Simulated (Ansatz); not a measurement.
The starting structures come from a database of crystals and need not be the phases stable at ambient conditions.

 Where the default PAW files enter, the runs use the earlier of Ansatz's two default sets.

The decay constant κ of evanescent states in the gap governs leakage through a thin film.

Data:

```yaml
crystal:
  lattice:
    - [3.14850, 0.00000, 0.00000]
    - [0.00000, 5.12486, 0.00000]
    - [0.00000, 0.00000, 15.36635]
  atoms:
    - { symbol: Re, position: [0.75000, 0.64929, 0.64999] }
    - { symbol: Re, position: [0.25000, 0.35071, 0.35001] }
    - { symbol: Re, position: [0.25000, 0.14929, 0.85001] }
    - { symbol: Re, position: [0.75000, 0.85071, 0.14999] }
    - { symbol: P, position: [0.75000, 0.85386, 0.51260] }
    - { symbol: P, position: [0.25000, 0.14614, 0.48740] }
    - { symbol: P, position: [0.25000, 0.35386, 0.98740] }
    - { symbol: P, position: [0.75000, 0.64614, 0.01260] }
    - { symbol: P, position: [0.75000, 0.82129, 0.88203] }
    - { symbol: P, position: [0.25000, 0.17871, 0.11797] }
    - { symbol: P, position: [0.25000, 0.32129, 0.61797] }
    - { symbol: P, position: [0.75000, 0.67871, 0.38203] }
    - { symbol: P, position: [0.75000, 0.47776, 0.79340] }
    - { symbol: P, position: [0.25000, 0.52224, 0.20660] }
    - { symbol: P, position: [0.25000, 0.97776, 0.70660] }
    - { symbol: P, position: [0.75000, 0.02224, 0.29340] }
```

Space group of this cell: Pnma. The cell is taken as given.

Transport runs along the normal of the first two printed cell vectors.

No gap correction and no spin-orbit coupling; mid-gap values are interpolated between computed energies.

Task: State the band gap and the smallest decay constant κ at mid-gap according to Ansatz (a first-principles code) with r2SCAN.

Result: Gap 0.24 eV on a 10×6×2 mesh; κ = 0.042 1/Å, at the zone centre.
